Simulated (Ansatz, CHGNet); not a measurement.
# HfO2 (P4₂/nmc, No. 137; high-temperature phase): properties by level of theory

```csv
level (code),lattice parameter a (Å),c axis length (Å)
CHGNet-r²SCAN (CHGNet),3.561,5.196
PBE (Ansatz),3.604,(withheld)
PBE-D4 (Ansatz),(withheld),(withheld)
r²SCAN (Ansatz),(withheld),5.203
r²SCAN+rVV10 (Ansatz),(withheld),5.176
```

Task: Fill in the missing entries.

Result: 
- PBE (Ansatz, a quantum-chemistry and plane-wave program), c axis length (Å): 5.264
- PBE-D4 (Ansatz), lattice parameter a (Å): 3.589
- PBE-D4 (Ansatz), c axis length (Å): 5.223
- r²SCAN (Ansatz), lattice parameter a (Å): 3.577
- r²SCAN+rVV10 (Ansatz), lattice parameter a (Å): 3.569

Caveats: the relaxation could not lower the start's symmetry, so the cell can be a saddle point above a distorted one (CHGNet-r²SCAN, PBE, PBE-D4, r²SCAN, r²SCAN+rVV10). Ansatz's density-functional and Hartree–Fock values are scalar-relativistic unless marked +SOC, with PAW data made under PBE.

The computed numbers hold no vibrational or temperature effects.
